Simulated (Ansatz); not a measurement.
## Worked energetics: Si(111):H with two OH

Periodic model of Si(111):H with two OH, 3 bilayers (cell 11.5 x 6.6 Å; k mesh 1x2x1). Computed with PBE-D3(BJ) (plane waves to 420 eV, PAW; Ansatz, a program for electronic structure). The slab states were run without spin polarisation. No spin-orbit coupling. Energies are electronic; tops by NEB or saddle search, between relaxed ends that need not be the lowest states, on an unconverged cell and mesh. The saddle order is not shown.

Consider this step: SnCl4 exchanges a ligand with a surface O-H group and HCl forms.

The adsorption energy of SnCl4 at the start, against the free SnCl4 and the surface before it arrives, is -0.55 eV.

Total energies of the cell in eV (only differences have meaning):

```tsv
state	energy (eV)
start	-34569.866
top of the barrier	-34568.909
end	-34569.379
```

Question: Work out the barrier, the reaction energy, the back barrier, whether reaction or desorption wins, the rate at 473 K and the temperature at which it reaches one per second, for an assumed prefactor of 1e13 per second.

Answer: Barrier = -34568.909 - (-34569.866) = 0.96 eV. Reaction energy = -34569.379 - (-34569.866) = +0.49 eV. Back barrier = -34568.909 - (-34569.379) = 0.47 eV.
Against the free SnCl4 and the slab the top lies at adsorption energy + barrier = -0.55 + 0.96 = +0.41 eV, above the separated reactants, so on energy alone an adsorbed molecule leaves more readily than it reacts.
With equal prefactors, reaction over desorption at 473 K = exp((0.55 - 0.96) / 0.0408) = about 10^-4.4; desorption usually has the larger prefactor, which lowers this ratio.
With an assumed prefactor of 1e13 per second, the rate at 473 K (kT = 0.0408 eV) is 1e13 x exp(-0.96 / 0.0408) = about 10^2.8 per second, and it reaches one per second at T = 0.96 / (8.617e-5 x ln 1e13) = about 370 K. This rate is for a molecule that stays adsorbed; most leave first. A hydrogen atom moves in this step, so zero-point energy and tunnelling, left out here, usually make it faster, above all at low temperature.
